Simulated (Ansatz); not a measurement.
Consider the following.

```yaml
crystal:
  lattice:
    - [3.12514, 0.00000, 0.00000]
    - [-1.56257, 2.70645, 0.02300]
    - [0.00000, 0.06255, 7.35867]
  atoms:
    - { symbol: Ga, position: [0.49993, 0.49767, 0.16667] }
    - { symbol: Ga, position: [0.49760, 0.00000, 0.50000] }
    - { symbol: Ga, position: [0.00225, 0.50233, 0.83333] }
    - { symbol: N, position: [0.50007, 0.49905, 0.66668] }
    - { symbol: N, position: [0.49912, 0.00000, 0.00000] }
    - { symbol: N, position: [0.00102, 0.50095, 0.33332] }
```

No spin polarisation.

A single point on hypothetical P6_422 GaN with a change (tensor shear ε_yz = +0.85 %), its geometry relaxed with PBEsol.

Computed with Ansatz (a program for electronic structure) r2SCAN, no spin-orbit coupling. k-mesh 12×12×5 (Γ-centred); smearing 0.05 eV (Fermi–Dirac).

Q: Predict the width of the top valence band and smallest direct gap.

A: 
* **Width of the top valence band**: 1.48 eV
* **Smallest direct gap**: 1.96 eV

Single points use the geometry relaxed with PBEsol. The cells carry an imposed strain or load. Whether these cells are dynamically stable was not tested. The cell was made from GaN (space group P6_422, No. 181; a hypothetical phase, not in the database extracts checked) by this change: tensor shear ε_yz = +0.85 %.
